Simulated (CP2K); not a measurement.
Checking a run of CP2K on MgH₂ (P4_2/mnm, 6 atoms in the cell). The aim is a self-consistent single point with DFT PBE, GPW, DZVP-MOLOPT-SR-GTH basis, GTH-PBE potentials (GTH_POTENTIALS).

Input:

```
&GLOBAL
  PROJECT mgh2
  RUN_TYPE ENERGY_FORCE
  PRINT_LEVEL MEDIUM
&END GLOBAL
&FORCE_EVAL
  METHOD Quickstep
  STRESS_TENSOR ANALYTICAL
  &DFT
    BASIS_SET_FILE_NAME BASIS_MOLOPT
    POTENTIAL_FILE_NAME GTH_POTENTIALS
    &QS
      METHOD GPW
      EPS_DEFAULT 1E-10
    &END QS
    &MGRID
      CUTOFF 1000
      REL_CUTOFF 60
      NGRIDS 5
    &END MGRID
    &SCF
      SCF_GUESS ATOMIC
      EPS_SCF 1E-7
      MAX_SCF 100
      ADDED_MOS 5
      &DIAGONALIZATION
        ALGORITHM STANDARD
      &END DIAGONALIZATION
      &MIXING
        METHOD BROYDEN_MIXING
        ALPHA 0.4
        NBUFFER 8
      &END MIXING
    &END SCF
    &KPOINTS
      SCHEME MONKHORST-PACK 6 6 9
      GAMMA_CENTERED T
    &END KPOINTS
    &XC
      &XC_FUNCTIONAL PBE
      &END XC_FUNCTIONAL
    &END XC
    &PRINT
      &MO
        EIGENVALUES T
        OCCUPATION_NUMBERS T
        NDIGITS 8
        FILENAME mo
        &EACH
          QS_SCF 0
        &END EACH
        ADD_LAST NUMERIC
      &END MO
      &MULLIKEN ON
      &END MULLIKEN
    &END PRINT
  &END DFT
  &SUBSYS
    &CELL
      A 4.40461500 0.00000000 0.00000000
      B 0.00000000 4.40461500 0.00000000
      C 0.00000000 0.00000000 2.94436000
      PERIODIC XYZ
    &END CELL
    &COORD
      SCALED
      Mg       0.50000000     0.50000000     0.50000000
      Mg       0.00000000     0.00000000     0.00000000
      H        0.69557000     0.69557000     0.00000000
      H        0.30443000     0.30443000     0.00000000
      H        0.80443000     0.19557000     0.50000000
      H        0.19557000     0.80443000     0.50000000
    &END COORD
    &KIND Mg
      BASIS_SET DZVP-MOLOPT-SR-GTH-q10
      POTENTIAL GTH-PADE-q10
    &END KIND
    &KIND H
      BASIS_SET DZVP-MOLOPT-SR-GTH-q1
      POTENTIAL GTH-PADE-q1
    &END KIND
  &END SUBSYS
  &PRINT
    &FORCES ON
    &END FORCES
    &STRESS_TENSOR ON
    &END STRESS_TENSOR
  &END PRINT
&END FORCE_EVAL
```

Output, abridged:

```
 GLOBAL| Method name                                                        CP2K
 GLOBAL| Project name                                                       mgh2
 GLOBAL| Run type                                                   ENERGY_FORCE

   [... lines left out ...]
 BRILLOUIN| List of Kpoints [2 Pi/Bohr]                                      164
 BRILLOUIN| Number           Weight            X              Y              Z
 BRILLOUIN|     1           0.00617       -0.33333       -0.33333       -0.44444
 BRILLOUIN|     2           0.00617       -0.33333       -0.33333       -0.33333
 BRILLOUIN|     3           0.00617       -0.33333       -0.33333       -0.22222
   [... 161 lines left out ...]
 *******************************************************************************

 Extrapolation method: initial_guess

 Re-scaling the density matrix to get the right number of electrons
                  # Electrons              Trace(P)               Scaling factor
                           24                24.000                        1.000

 Number of electrons:                                                         24
 Number of occupied orbitals:                                                 12
 Number of molecular orbitals:                                                17

 Number of orbital functions:                                                 38
 Number of independent orbital functions:                                     38
 SCF WAVEFUNCTION OPTIMIZATION

  Step     Update method      Time    Convergence         Total energy    Change
     1 NoMix/Diag. 0.40E+00      -     1.13526804      -128.9593304640 -1.29E+02
     2 Broy./Diag. 0.40E+00      -     0.01858681      -128.9046371749  5.47E-02
     3 Broy./Diag. 0.40E+00      -     0.02065725      -129.1005217017 -1.96E-01
     4 Broy./Diag. 0.40E+00      -     0.00317316      -129.1094989487 -8.98E-03
     5 Broy./Diag. 0.40E+00      -     0.00080719      -129.1012931466  8.21E-03
     6 Broy./Diag. 0.40E+00      -     0.00005072      -129.0984055776  2.89E-03
     7 Broy./Diag. 0.40E+00      -     0.00000847      -129.0976786752  7.27E-04
     8 Broy./Diag. 0.40E+00      -     0.00000428      -129.0977563211 -7.76E-05
     9 Broy./Diag. 0.40E+00      -     0.00000012      -129.0978029407 -4.66E-05
    10 Broy./Diag. 0.40E+00      -     0.00000007      -129.0978036262 -6.85E-07
  *** SCF run converged in    10 steps ***

  Overlap energy of the core charge distribution:               0.00000000000000
  Self energy of the core charge distribution:               -273.09428447200003
  Core Hamiltonian energy:                                     83.86769189074654
  Hartree energy:                                              78.90960312247394
  Exchange-correlation energy:                                -18.78081416740287

  Total energy:                                              -129.09780362618244

                     Mulliken Population Analysis

 #  Atom  Element  Kind  Atomic population                           Net charge
       1     Mg       1          9.885909                              0.114091
   [... lines left out ...]
 STRESS|                        x                   y                   z
 STRESS|      x        2.72334771750E+04   7.51136081374E-03  -1.35314898365E-04
 STRESS|      y        7.51136081374E-03   2.72334771737E+04  -1.35311999742E-04
 STRESS|      z       -1.35314898365E-04  -1.35311999742E-04   3.37150891797E+04
 STRESS| 1/3 Trace                                             2.93940145095E+04
```

**Question.** Is this run sound? If not, what is wrong?

**Answer.** The run is not sound. The fault is potentials made for another functional. A pseudopotential or PAW dataset holds the core screening of the functional that it was made with. To fix it, use potentials made for the functional of the run. The run converged in 10 iterations without an error; against the sound input the pressure goes from 3.09 to 2.94 GPa, the largest force hardly changes (0.124 to 0.121 eV/Å) and the gap on the mesh goes from 3.544 to 3.562 eV.

An input that runs soundly differs in these lines (not the only fix; some lines may just follow from the change or write a value another way):
```diff
-      POTENTIAL GTH-PADE-q10
+      POTENTIAL GTH-PBE-q10
-      POTENTIAL GTH-PADE-q1
+      POTENTIAL GTH-PBE-q1
```

With that input, the run converged in 10 iterations: free energy E − TS -3506.9786 eV; top of the valence band (on the code's own zero) 2.49 eV; gap on the k-point mesh 3.54 eV; pressure 3.09 GPa; largest force (vector length) 0.124 eV/Å (DFT PBE, GPW, DZVP-MOLOPT-SR-GTH basis, GTH-PBE potentials (GTH_POTENTIALS)).

On the sound input: the starting cell comes from a database of computed structures (which also holds hypothetical and non-ambient phases and stackings), without a prior relaxation at this level. Its lattice was rescaled by a random factor within 2.5 % of one. Values carry the incompleteness of an atom-centred basis. With a pressure of about 3 GPa the cell is away from its equilibrium volume at this level.
